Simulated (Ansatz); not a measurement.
Pressure series in Rh

Take Rh (space group P6_3/mmc, No. 194; a = 2.6751 Å, c = 8.7310 Å; a cell from a computed database, its experimental status unchecked) as the base.

Cell and atoms are relaxed at each pressure.

Level of theory: PBEsol (Ansatz, a first-principles code; PAW; 420 eV plane waves; no spin-orbit coupling).

Notes on the quantities. enthalpy: H = E + PV relative to the base's energy.

```tsv
change	enthalpy	lattice parameter a
base	–	2.675 Å
pressure −2 GPa	-0.17 eV/atom	___
pressure −1 GPa	-0.08 eV/atom	2.678 Å
pressure 0.3 GPa	+0.03 eV/atom	2.674 Å
pressure 0.7 GPa	+0.06 eV/atom	2.673 Å
pressure 1.5 GPa	+0.13 eV/atom	2.671 Å
pressure 3 GPa	+0.25 eV/atom	2.666 Å
pressure 5 GPa	+0.42 eV/atom	2.661 Å
pressure 7.5 GPa	+0.63 eV/atom	2.654 Å
pressure 10 GPa	+0.83 eV/atom	2.647 Å
```

What belongs in the blanks?


- pressure −2 GPa, lattice parameter a: 2.681 Å

Load acts through the strain it causes; cell and atoms are relaxed under it. Whether these cells are dynamically stable was not tested. Competing high-pressure phases were not computed. All final runs are without spin polarisation. This is not the structure that Rh has at room temperature and ambient pressure.
